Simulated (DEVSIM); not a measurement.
System: abrupt Si n-p junction, at 350 K.

Layer 1 from the left is Si, thickness (μm) 0.230, Nd (cm⁻³) 3.9e18, τn (s) 7.5e-6, τp (s) 7.5e-6. Layer 2 from the left is Si, thickness (μm) 180, Na (cm⁻³) 3e17, τn (s) 7.5e-6, τp (s) 7.5e-6.

Left contact: ohmic. Right contact: ohmic. Voltage is applied to the left contact. Recombination: SRH at mid-gap, Auger. Gap narrowing is on: ΔEg = 6.92 meV × (l + √(l² + 0.5)), l = ln(N/1.3e17 cm⁻³), shared equally by both band edges. Mobility is μmin + (μ − μmin)/(1 + (N/Nref)^α).

This is a model device: material constants are rounded textbook-type values typed into the input, and sizes, dopings and lifetimes were drawn at random. Values at 300 K; Nc and Nv go as T^1.5, mobilities as T to minus their exponent, the gap by Varshni's rule with the affinity fixed.

Si: gap (eV) 1.124, affinity (eV) 4.05, permittivity 11.7, Nc (cm⁻³) 2.86e19, Nv (cm⁻³) 3.1e19, μn (cm²/Vs) 1417, μp (cm²/Vs) 470, μn,min 52, μp,min 45, Nref,n 9.7e16, Nref,p 2.2e17, αn 0.68, αp 0.72, T exponent of μn 2.3, T exponent of μp 2.2, Cn (cm⁶/s) 2.8e-31, Cp (cm⁶/s) 9.9e-32, Varshni α (eV/K) 0.000473, Varshni β (K) 636.

Model (solved in DEVSIM): 1D drift-diffusion, Boltzmann statistics, complete ionisation; no tunnelling, impact ionisation, image-force lowering or self-heating.

### Question
What does the simulation give for the potential step across the device at zero bias, the dark forward voltage at 100 A/cm², the largest field in the device at zero bias?

### Answer
potential step across the device at zero bias 0.866 V; dark forward voltage at 100 A/cm² 0.915 V; largest field in the device at zero bias 270000 V/cm.
